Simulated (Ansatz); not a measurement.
GePd (model structure, started from the CoSn type, P6/mmm, No. 191, 6 atoms in the cell)

These are r²SCAN (PAW; Ansatz, a first-principles code) values and carry that method's errors.

Numerical settings: plane-wave cutoff 560 eV, 12×12×14 k mesh (along the axes of the cell as run), Fermi–Dirac smearing 0.05 eV, scalar-relativistic PAW data made under PBE.

Cell (relaxed at this level):

```yaml
crystal:
  lattice:
    - [5.54647, 0.00000, 0.00000]
    - [-2.77323, 4.80338, 0.00000]
    - [0.00000, 0.00000, 3.98817]
  atoms:
    - { symbol: Pd, position: [0.50000, 0.00000, 0.00000] }
    - { symbol: Pd, position: [0.50000, 0.50000, 0.00000] }
    - { symbol: Pd, position: [0.00000, 0.50000, 0.00000] }
    - { symbol: Ge, position: [0.00000, 0.00000, 0.00000] }
    - { symbol: Ge, position: [0.33333, 0.66667, 0.50000] }
    - { symbol: Ge, position: [0.66667, 0.33333, 0.50000] }
```

```yaml
band_gap: none
bulk_modulus: 123 GPa
```

Note: the bulk modulus is −V dP/dV from two relaxed cells at ±2 % in volume; the relaxation could raise the start's symmetry but not lower it, so the cell can be a saddle point.

Spin–orbit coupling is not included.

Cost on a shared machine: very roughly 12 core-minutes.

A model structure was made by putting elements into a prototype or built by hand; it is no filed structure, need not be a known phase, and can be a saddle point held by its symmetry.
